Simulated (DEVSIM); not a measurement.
Structure: Co/SiON/SiO2/n-Si capacitor, at 300 K.

Layer 1 from the left is SiON, thickness (nm) 7.20. Layer 2 from the left is SiO2, thickness (nm) 0.780. Layer 3 from the left is Si, thickness (nm) 1200, Nd (cm⁻³) 2.3e17.

Metal gate on the left, work function 5 eV. Fixed charge at the semiconductor interface 1.3e11 cm⁻² (in units of +e); interface traps 4.1e10 cm⁻² eV⁻¹, uniform in energy, neutral level at 0.5 of the gap above the valence band.

This is a model device: material constants are rounded textbook-type values typed into the input, and sizes, dopings and lifetimes were drawn at random. Values at 300 K.

SiON: gap (eV) 7, affinity (eV) 1.4, permittivity 5.5. SiO2: gap (eV) 9, affinity (eV) 0.9, permittivity 3.9. Si: gap (eV) 1.124, affinity (eV) 4.05, permittivity 11.7, Nc (cm⁻³) 2.86e19, Nv (cm⁻³) 3.1e19.

DEVSIM, 1D Poisson equation in equilibrium, Boltzmann statistics, complete ionisation; no quantum confinement or tunnelling. Metal contacts follow the ideal Schottky-Mott rule: no Fermi-level pinning, no interface dipoles.

**Question.** What does the simulation give for the flat-band voltage, the minimum of the low-frequency capacitance?

**Answer.** flat-band voltage 0.79 V; minimum of the low-frequency capacitance 0.132 μF/cm².
